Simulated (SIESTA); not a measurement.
Input and output of a self-consistent single point for CdSe (F-43m, 2 atoms in the cell) (SIESTA).

Method of the run: GGA PBE, numerical atomic orbitals DZP, PseudoDojo PBE standard norm-conserving potentials (rewritten from UPF to PSML) (SIESTA).

```yaml
crystal:
  lattice:
    - [0.00000, 3.04202, 3.04202]
    - [3.04202, 0.00000, 3.04202]
    - [3.04202, 3.04202, 0.00000]
  atoms:
    - { symbol: Cd, position: [0.00000, 0.00000, 0.00000] }
    - { symbol: Se, position: [0.75000, 0.75000, 0.75000] }
```

Reference input (self-consistent single point, DFT, GGA PBE, numerical atomic orbitals DZP, PseudoDojo PBE standard norm-conserving potentials (rewritten from UPF to PSML)): XC.functional = GGA; XC.authors = PBE; potentials = PseudoDojo PBE standard; PAO.BasisSize = DZP; PAO.EnergyShift = 0.01 Ry; MeshCutoff = 300 Ry; kgrid.MonkhorstPack = 6 6 6; OccupationFunction = FD; ElectronicTemperature = 10 K; MaxSCFIterations = 150; SCF.Mixer.Method = Pulay; SCF.Mixer.Weight = 0.2. This run's input differs from it in these lines:

```diff
@@ -28,5 +28,5 @@
 %block kgrid.MonkhorstPack
-    6   0   0  0.0
-    0   6   0  0.0
-    0   0   6  0.0
+    5   0   0  0.0
+    0   5   0  0.0
+    0   0   5  0.0
 %endblock kgrid.MonkhorstPack
```

The program printed (abridged):

```
        iscf     Eharris(eV)        E_KS(eV)     FreeEng(eV)     dDmax    Ef(eV) dHmax(eV)
   scf:    1    -8059.786831    -8065.564970    -8065.564970  1.426555 -3.134883 12.374710
   scf:    2    -8069.306762    -8067.643885    -8067.643885  0.196084 -3.458289  6.302529
   scf:    3    -8068.615941    -8068.300684    -8068.300684  0.194298 -3.829608  0.759508
   scf:    4    -8068.173151    -8068.256415    -8068.256415  0.080082 -3.795260  1.835985
   scf:    5    -8068.328486    -8068.296616    -8068.296616  0.035717 -3.551440  0.795266
   scf:    6    -8068.311266    -8068.306199    -8068.306199  0.027824 -3.388904  0.043101
   scf:    7    -8068.305991    -8068.306104    -8068.306104  0.001817 -3.398656  0.089868
   scf:    8    -8068.306281    -8068.306227    -8068.306227  0.003329 -4.056202  0.002541
mix: Pulay -- inversion failed, > SVD [rank/size] 4 / 7
   scf:    9    -8068.306226    -8068.306226    -8068.306226  0.000037 -4.056005  0.003485
mix: Pulay -- inversion failed, > SVD [rank/size] 4 / 7
   scf:   10    -8068.306227    -8068.306227    -8068.306227  0.000118 -4.056723  0.000206
mix: Pulay -- inversion failed, > SVD [rank/size] 4 / 7
   scf:   11    -8068.306227    -8068.306227    -8068.306227  0.000008 -4.056769  0.000021
SCF Convergence by DM+H criterion
max |DM_out - DM_in|         :     0.0000078681
max |H_out - H_in|      (eV) :     0.0000207370
SCF cycle converged after 11 iterations

Using DM_out to compute the final energy and forces

siesta: E_KS(eV) =            -8068.3062

siesta: E_KS - E_eggbox =     -8068.3062

siesta: Atomic forces (eV/Ang):
     1    0.000159    0.000159    0.000159
     2   -0.000160   -0.000160   -0.000160
   Tot   -0.000001   -0.000001   -0.000001
   Max    0.000160
   Res    0.000159    sqrt( Sum f_i^2 / 3N )
   Max    0.000160    constrained

Stress tensor Voigt[x,y,z,yz,xz,xy] (kbar):      -21.22      -21.22      -21.22       -0.77       -0.77       -0.77
(Free)E + p*V (eV/cell)    -8067.5604
Target enthalpy (eV/cell)    -8068.3062

siesta: Program's energy decomposition (eV):
siesta: FreeEng =     -8068.306227

   [... lines left out ...]
siesta:    -0.013246   -0.000483   -0.000483
siesta:    -0.000483   -0.013246   -0.000483
siesta:    -0.000483   -0.000483   -0.013246

siesta: Cell volume =         56.301233 Ang**3

siesta: Pressure (static):
siesta:                Solid            Molecule  Units
siesta:           0.00014427          0.00014441  Ry/Bohr**3
siesta:           0.01324645          0.01325938  eV/Ang**3
siesta:          21.22315882         21.24386542  kBar
```

The run converged in 11 iterations. Against the reference run the free energy goes up by 4.1 meV/atom, the pressure hardly changes (2.10 to 2.12 GPa) and the gap on the mesh hardly changes (0.826 to 0.823 eV).

The starting cell comes from a database of computed structures (which also holds hypothetical and non-ambient phases and stackings), without a prior relaxation at this level. Its lattice was rescaled by a random factor within 2.5 % of one. Values carry the incompleteness of an atom-centred basis.
